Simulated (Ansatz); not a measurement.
Consider the following.

```yaml
crystal:
  lattice:
    - [0.00000, 2.56425, 2.56425]
    - [2.56425, 0.00000, 2.56425]
    - [2.56425, 2.56425, 0.00000]
  atoms:
    - { symbol: Be, position: [0.00000, 0.00000, 0.00000] }
    - { symbol: Se, position: [0.25000, 0.25000, 0.25000] }
```

The numbers are results of HSE06, rigid bands (plane waves, PAW, scalar-relativistic; Ansatz, an electronic-structure program), not measurements. Geometry: cell and atoms relaxed with PBEsol.

Task: Predict the electron conductivity mass (n e² τ/σ) at 300 K, by direction if it differs.

Result: 0.34 mₑ.

Task: And the band gap?

Result: 3.45 eV at this level.

Rigid bands, one relaxation time for all states, no polarons. Spin-orbit coupling is left out; where it splits the top of the valence band it changes the hole mass and lowers the gap by about a third of the splitting. Geometry: cell and atoms relaxed with PBEsol.
